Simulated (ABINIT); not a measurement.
A self-consistent single point of a defect of Cs (1 atoms in the cell) with ABINIT.

Method of the run: LDA (PW92), norm-conserving pseudopotentials (PseudoDojo nc-sr-04 LDA standard) (plane waves; ABINIT).

The change in words: 2 x 1 x 1 supercell, one Cs atom taken out, nothing relaxed; ngkpt: 4 4 4 → 2 4 4. Reference geometry:
```xyz
1
Lattice="3.0100 -4.3251 0.0000 3.0100 4.3251 0.0000 -2.5672 0.0000 4.4006" Properties=species:S:1:pos:R:3 pbc="T T T"
Cs    -1.2836     0.0000     2.2003
```

Reference input (self-consistent single point, DFT, LDA (PW92), plane waves, norm-conserving pseudopotentials (PseudoDojo nc-sr-04 LDA standard)): pseudos = [Cs.upf]; ecut = 24 Ha; occopt = 7; tsmear = 0.00367493 Ha; ngkpt = 4 4 4; nshiftk = 1; shiftk = 0 0 0; potentials = PseudoDojo nc-sr-04 LDA standard; nband = 10; kptopt = 1; nstep = 80; tolvrs = 1e-10. This run's input differs from it in these lines:

```diff
@@ -3,3 +3,3 @@
 pseudos "Cs.upf"
-acell 9.9576993720 9.9576993720 9.6276425920
+acell 19.9153987441 9.9576993720 9.6276425920
 rprim
@@ -7,3 +7,3 @@
          0.5712149569    0.8208005074   -0.0000000000
-        -0.5038960802   -0.0000000000    0.8637642852
+        -0.5038960802    0.0000000000    0.8637642852
 natom 1
@@ -13,3 +13,3 @@
 xcart
-        -1.2836070000   -0.0000000000    2.2003225000
+         1.7263460000   -4.3251160000    2.2003225000
       Angstrom
@@ -20,3 +20,3 @@
 kptopt 1
-ngkpt 4 4 4
+ngkpt 2 4 4
 nshiftk 1
```

Output, abridged:

```
--- !BeginCycle
solver: {iscf: 7, nstep: 80, nline: 4, wfoptalg: 0, }
tolerances: {tolvrs: 1.00E-10, }
...

     iter   Etot(hartree)      deltaE(h)  residm     vres2
 ETOT  1  -23.412901909419    -2.341E+01 3.965E-02 4.281E+00
 ETOT  2  -23.428733910324    -1.583E-02 1.986E-03 1.683E+00
 ETOT  3  -23.428767088380    -3.318E-05 2.822E-04 1.104E+00
 ETOT  4  -23.428782299053    -1.521E-05 3.544E-04 5.562E-01
 ETOT  5  -23.428790140606    -7.842E-06 2.439E-04 2.274E-01
   [... 7 lines left out ...]
 ETOT 13  -23.428795349865    -6.608E-13 5.121E-06 1.430E-09
 ETOT 14  -23.428795349864     6.750E-13 4.119E-06 4.536E-10
 ETOT 15  -23.428795349863     6.999E-13 4.633E-06 2.456E-10
 ETOT 16  -23.428795349865    -1.336E-12 4.565E-06 9.451E-11
 At SCF step   16       vres2   =  9.45E-11 < tolvrs=  1.00E-10 =>converged.

 Cartesian components of stress tensor (hartree/bohr^3)
  sigma(1 1)=  3.57150113E-06  sigma(3 2)=  2.43628376E-06
  sigma(2 2)=  6.79709912E-06  sigma(3 1)=  1.29638771E-07
  sigma(3 3)=  5.24717475E-06  sigma(2 1)=  1.84094563E-06

 ----iterations are completed or convergence reached----

 reduced coordinates (array xred) for    1 atoms
       0.500000002214      0.000000000043      0.500000002189
 cartesian forces (eV/Angstrom) at end:
    1     -0.00000000000000    -0.00000000000000    -0.00000000000000
 frms,max,avg= 0.0000000E+00 0.0000000E+00   0.000E+00  0.000E+00  0.000E+00 e/A
 length scales= 19.915398744100  9.957699372000  9.627642592000 bohr
              = 10.538775115360  5.269387557653  5.094729032137 angstroms
   [... lines left out ...]
 Fermi (or HOMO) energy (hartree) =  -0.01037   Average Vxc (hartree)=  -0.13959
 Fermi (or HOMO) energy (eV) =  -0.28212   Average Vxc (eV)=  -3.79841
   [... lines left out ...]
total_energy        : -2.34287953498645E+01
total_energy_eV     : -6.37529943642546E+02
band_energy         : -4.34387972767686E+00
...

-Cartesian components of stress tensor (GPa)         [Pressure= -1.5314E-01 GPa]
- sigma(1 1)=  1.05077173E-01  sigma(3 2)=  7.16779309E-02
- sigma(2 2)=  1.99977527E-01  sigma(3 1)=  3.81410368E-03
- sigma(3 3)=  1.54377185E-01  sigma(2 1)=  5.41624812E-02

 Calculation completed.
```

The run converged in 16 iterations. Against the reference run the free energy goes up by 196 meV/atom.

The starting cell comes from a database of computed structures (which also holds hypothetical and non-ambient phases and stackings), without a prior relaxation at this level. Its lattice was rescaled by up to half a per cent.

Cost on one core of a shared machine: roughly 80 s.
